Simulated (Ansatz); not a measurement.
An Ansatz (a quantum-chemistry and plane-wave program) input (PBEsol (Ansatz, PAW, no SOC)):

Ansatz 0.2 input:
```yaml
crystal:
  lattice:
    - [-3.0405991852, 3.0405991852, 7.2561112247]
    - [3.0405991852, -3.0405991852, 7.2561112247]
    - [3.0405991852, 3.0405991852, -7.2561112247]
  atoms:
    - { symbol: Sr, position: [0.5, 0.5, 0] }
    - { symbol: Sr, position: [0.25, 0.75, 0.5] }
    - { symbol: Br, position: [0.2864821771, 0.2864821771, 0] }
    - { symbol: Br, position: [0.0364821771, 0.5364821771, 0.5] }
    - { symbol: Br, position: [0.4635178229, 0.9635178229, 0.5] }
    - { symbol: Br, position: [0.7135178229, 0.7135178229, 0] }
basis: { ecutwfc: 420, ecutrho_ratio: 4, xc_grid: 2, fft_grid_basis: typed }
kpoints: { mp_grid: { grid: [8, 8, 8] } }
hamiltonian:
  xc: pbesol
  dispersion: none
  pseudopotentials: { kind: paw }
scf: { occupations: { method: fermi_dirac, width: 0.05 }, convergence: { dr2_threshold: 0.0000000006 } }
relax: { f_tol: 0.005, max_steps: 50 }
output: { forces: true, stress: true }
checkpoint: { write: state.ck, write_every: 1000 }
```

Which symmetry and how many k-points will the program report, and about how many plane waves at Γ?

Space group I41/amd (ITA 141) with 16 operations, k-points 59 of 512, and 5257 plane waves at Γ.

And the final pressure?

-1.08 GPa (compression positive).

The cells carry an imposed strain or load. No phonon test of stability was made. The cell was made from SrBr2 in the anatase structure (space group I4_1/amd, No. 141; a hypothetical phase, not in the database extracts checked) by this change: isotropic strain +2.32 %.
